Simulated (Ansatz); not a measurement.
# What Hf → Zr does to HfO2

The parent structure is HfO2 in the fluorite structure (space group Fm-3m, No. 225; a = 5.058 Å).

Now apply this change: Zr takes the place of Hf on all its sites; the structure is relaxed again.

Computed with Ansatz (a quantum-chemistry and plane-wave program) r2SCAN, no SOC. Settings: 11×11×11 k-points, 0.05 eV Fermi–Dirac smearing.

```json
[
 {"quantity": "volume per atom", "base": "10.79 Å³", "changed": "10.98 Å³", "shift": "+0.199 Å³"},
 {"quantity": "lattice parameter a", "base": "5.058 Å", "changed": "5.089 Å", "shift": "+0.031 Å"},
 {"quantity": "space group", "base": "Fm-3m (No. 225)", "changed": "Fm-3m (No. 225)", "shift": "–"},
 {"quantity": "shortest interatomic distance", "base": "2.190 Å", "changed": "2.204 Å", "shift": "+0.0134 Å"},
 {"quantity": "band gap", "base": "4.30 eV", "changed": "3.89 eV", "shift": "-0.416 eV"},
 {"quantity": "gap character", "base": "direct at X", "changed": "indirect, X → Γ", "shift": "–"},
 {"quantity": "smallest direct gap", "base": "4.30 eV", "changed": "4.29 eV", "shift": "-0.01 eV"},
 {"quantity": "width of the top valence band", "base": "1.90 eV", "changed": "1.67 eV", "shift": "-0.23 eV"},
 {"quantity": "electron mass (degenerate bands, along [100])", "base": "–", "changed": "0.53, 2.1 mₑ (at Γ)", "shift": "–"}
]
```

Spin-orbit coupling, missing from the scalar runs, can matter with Hf. Effective masses come from finite differences of ±0.01 Å⁻¹. Stability against distortions was not tested. This is not the structure that ZrO2 has at room temperature and ambient pressure. This is not the structure that HfO2 has at room temperature and ambient pressure.
